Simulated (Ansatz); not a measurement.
A computed series for WSe2: response to strain

The parent structure is WSe₂ in the 2H-MoS2 type structure (space group P6_3/mmc, No. 194; a = 3.279 Å, c = 12.786 Å; layered, stacked along the Cartesian z axis). Axes: x lies along a and z along c of the hexagonal cell.

Strains are applied to the cell and any free atomic positions relax; under biaxial strain the out-of-plane vector relaxes too; under stress the whole cell relaxes.

Calculations: PBE-D3(BJ) (Ansatz, an electronic-structure program; PAW; 420 eV plane waves; no spin-orbit coupling).

Notes on the quantities. pressure: mean of the normal stresses, compression positive.

```csv
variant,band gap,pressure,volume per atom
base,0.87 eV,0.00 GPa,19.84 Å³
"biaxial strain −4.25 %, plane normal [001], relaxed out of plane",0.76 eV,7.88 GPa,18.50 Å³
"biaxial strain −1.83 %, plane normal [001], relaxed out of plane",0.90 eV,3.07 GPa,19.26 Å³
"biaxial strain −1.55 %, plane normal [001], relaxed out of plane",0.90 eV,2.57 GPa,19.35 Å³
"biaxial strain −0.64 %, plane normal [001], relaxed out of plane",0.88 eV,1.02 GPa,19.64 Å³
isotropic strain +1.22 %,___,___,20.58 Å³
isotropic strain +1.90 %,0.97 eV,-3.28 GPa,21.00 Å³
uniaxial strain ε_zz = −1.06 %,0.82 eV,0.37 GPa,19.63 Å³
"uniaxial stress, 0.5 GPa tension along z",0.91 eV,–,19.99 Å³
```

Task: What belongs in the blanks?

Result: 
- isotropic strain +1.22 %, band gap: 0.94 eV
- isotropic strain +1.22 %, pressure: -2.21 GPa

With W present, leaving out spin-orbit coupling can change the band edges. Gaps are Kohn–Sham eigenvalue differences; semilocal functionals usually give less than the measured gap. Stability under load was not tested beyond the relaxation.
